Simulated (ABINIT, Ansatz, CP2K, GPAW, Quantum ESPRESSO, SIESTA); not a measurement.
**One structure in several programs: a sheet of PbO (4 atoms in the cell)**

Self-consistent single point.

```
CELL_PARAMETERS angstrom
      3.87966     0.00000     0.00000
      0.00000     3.87966     0.00000
      0.00000     0.00000    16.36593
ATOMIC_POSITIONS crystal
  Pb 0.50000 0.00000 0.57228
  Pb 0.00000 0.50000 0.42772
  O  0.00000 0.00000 0.50000
  O  0.50000 0.50000 0.50000
```

All programs got the same cell, k-point mesh and kind of occupations (in Ansatz's words: kpoints.mp_grid.grid = 5 5 1; scf.occupations.method = gaussian; scf.occupations.width = 0.2 eV); potentials, basis and cutoffs are each program's usual ones.

```json
[
 {"code": "SIESTA", "model": "GGA PBE, numerical atomic orbitals DZP, PseudoDojo PBE standard norm-conserving potentials (rewritten from UPF to PSML)", "largest force (eV/Å)": "1.678", "gap on the mesh (eV)": "2.946", "k-points": "13", "cutoff": "grid 400 Ry"},
 {"code": "CP2K", "model": "PBE, GPW, DZVP-MOLOPT-SR-GTH basis, GTH-PBE potentials (GTH_POTENTIALS)", "largest force (eV/Å)": "1.362", "gap on the mesh (eV)": "2.918", "k-points": "13", "cutoff": "grid 450 Ry"},
 {"code": "GPAW", "model": "PBE, GPAW PAW datasets PBE (gpaw-data 1.0.1)", "largest force (eV/Å)": "1.282", "gap on the mesh (eV)": "–", "k-points": "6", "cutoff": "900 eV"},
 {"code": "ABINIT", "model": "PBE, PAW (JTH v2.0 PBE PAW)", "largest force (eV/Å)": "1.414", "gap on the mesh (eV)": "2.835", "k-points": "6", "cutoff": "48 Ry"},
 {"code": "Quantum ESPRESSO", "model": "PBE, GBRV 1.5 ultrasoft (PBE) pseudopotentials", "largest force (eV/Å)": "1.322", "gap on the mesh (eV)": "2.860", "k-points": "6", "cutoff": "40 Ry"},
 {"code": "Ansatz", "model": "PBE, PAW files", "largest force (eV/Å)": "1.371", "gap on the mesh (eV)": "2.863", "k-points": "6", "cutoff": "420 eV"}
]
```

A dash marks a value that a program does not give, or that is left out as unsure.

No gap is tabulated for GPAW: it is not read from that output, or partly filled or unconverged empty levels leave it unsure.

Gaps are read on the mesh.

The spread over the programs that give each value: largest force within 0.396 eV/Å; gap on the mesh within 0.111 eV.

The starting cell was generated: these elements placed on a structure prototype, without a prior relaxation; it need not be a known phase or ordering of this composition. Its lattice was rescaled in the plane by a random factor within 2.5 % of one. On Ansatz's run: Spin-orbit coupling is off. In the base run, forces exceed 1 eV/Å.

Task: Why do the programs differ, and what cannot be compared?

Result: Differences of this kind can come from the potentials, where these differ, and from what each basis and cutoff leave unconverged. The valence holds different numbers of electrons (SIESTA 40, CP2K 20, GPAW 40, ABINIT 40, Quantum ESPRESSO 40, Ansatz (a program for electronic structure) 40). The zero of total energies and Fermi levels follows the potentials and each program's conventions, so they are not compared here. SIESTA and CP2K use small atom-centred bases, whose incompleteness enters pressures, forces and empty levels differently from a plane-wave cutoff. The programs reduce the same mesh by symmetry to different extents, which changes the work and not the result. In the force vectors, SIESTA (by 0.331) lies more than 0.08 eV/Å from the median of the plane-wave programs.

Left out of this page: FLEUR (failed or unconverged).

Keys are those of Ansatz 0.2.
